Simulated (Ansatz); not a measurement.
Worked example: self-consistent single point of ReTc (P3m1, 2 atoms in the cell) in Ansatz (a quantum-chemistry and plane-wave program).

Method: PBEsol, harder PAW files (source: ansatz) made with PBE (plane waves; Ansatz).

```xyz
2
Lattice="2.7411 0.0000 0.0000 -1.3705 2.3738 0.0000 0.0000 0.0000 4.4269" Properties=species:S:1:pos:R:3 pbc="T T T"
Tc     1.3705     0.7913     0.0500
Re     0.0000     0.0000     2.2135
```

Reference input (self-consistent single point, DFT, PBEsol, plane waves, default PAW files made with PBE): basis.ecutwfc = 500 eV; kpoints.mp_grid.grid = 14 14 8; hamiltonian.xc = pbesol; hamiltonian.pseudopotentials = {kind: paw} (the program's default PAW files); scf.occupations.method = fermi_dirac; scf.occupations.width = 0.1 eV. This run's input differs from it in these lines:

Ansatz 0.2 input:
```diff
@@ -9,3 +9,3 @@
 basis:
-  ecutwfc: 500.0
+  ecutwfc: 840.0
 kpoints:
@@ -17,2 +17,3 @@
     kind: paw
+    source: ansatz
 scf:
```

Output, abridged:

```
SCF iter   1: F=—  HF=-24243.851408 eV  |F-HF|=—  |Δ(HF+E_count)|=         —  Δρ=7.83e-2  dr2=3.55e0  ethr=3.10e-3  ⟨swp⟩=4.4  Hψ=15963  notcnv=0
all-band conjugate gradients solve this SCF's bands
preconditioner: auto → Kerker (q_TF=auto, 2.928 Å⁻¹)
SCF iter   2: F=—  HF=-24243.397269 eV  |F-HF|=—  |Δ(HF+E_count)|=   4.54e-1  Δρ=4.48e-2  dr2=1.14e0  ethr=3.10e-3  ⟨swp⟩=2.0  Hψ=6583  notcnv=0  defer=7
   [... lines left out ...]
SCF iter   5: F=—  HF=-24243.185378 eV  |F-HF|=—  |Δ(HF+E_count)|=   4.33e-4  Δρ=1.39e-3  dr2=1.31e-3  ethr=8.67e-6  ⟨swp⟩=2.6  Hψ=7142  notcnv=0  defer=7
SCF iter   6: F=—  HF=-24243.185219 eV  |F-HF|=—  |Δ(HF+E_count)|=   1.59e-4  Δρ=2.91e-4  dr2=5.88e-5  ethr=2.98e-6  ⟨swp⟩=1.0  Hψ=4543  notcnv=0  defer=7
SCF iter   7: F=—  HF=-24243.185219 eV  |F-HF|=—  |Δ(HF+E_count)|=   2.32e-7  Δρ=5.19e-5  dr2=8.78e-7  ethr=1.34e-7  ⟨swp⟩=2.3  Hψ=5990  notcnv=0  defer=7
SCF iter   8: F=-24243.185219 eV  HF=-24243.185219 eV  |F-HF|=4.88e-8  |Δ(HF+E_count)|=   1.42e-7  Δρ=1.30e-5  dr2=4.04e-8  ethr=2.27e-10  ⟨swp⟩=6.7  Hψ=22041  notcnv=0
SCF 1 converged in 8 iterations: F = -24243.185219 eV  dr2 = 4.04e-8
Free energy (F): -24243.185219 eV
Internal energy: -24243.126888 eV  (E = F + TS)
E sigma→0 (E₀):  -24243.156054 eV
Entropy (-TS):   -0.058330 eV (-29.165 meV/atom)
Fermi energy:    25.320009 eV
--- Forces (eV/Å), atoms counted from 1 ---
  atom   1  Tc     0.00000000    -0.00000000    -0.14365999
  atom   2  Re     0.00000000     0.00000000     0.14367996
--- Stress (GPa, compression-positive) ---
       -1.700415       0.000000      -0.000000
        0.000000      -1.700415       0.000000
       -0.000000       0.000000      -3.256082
  P = ⅓ Tr σ = -2.2190 GPa (-22.190 kbar)
  The stress holds the Pulay correction. Without it, at fixed plane waves, as pw.x and ABINIT print it: P = -2.2302 GPa
```

The run converged in 8 iterations. Against the reference run the pressure goes from -2.35 to -2.22 GPa and the largest force moves little (0.142 to 0.144 eV/Å).

The starting cell comes from a database of computed structures (which also holds hypothetical and non-ambient phases and stackings), without a prior relaxation at this level. Its lattice was rescaled by up to half a per cent. One atom was moved a little off its site on purpose. Spin polarisation is off. Ansatz's pressure includes its estimate of the finite-basis (Pulay) stress.
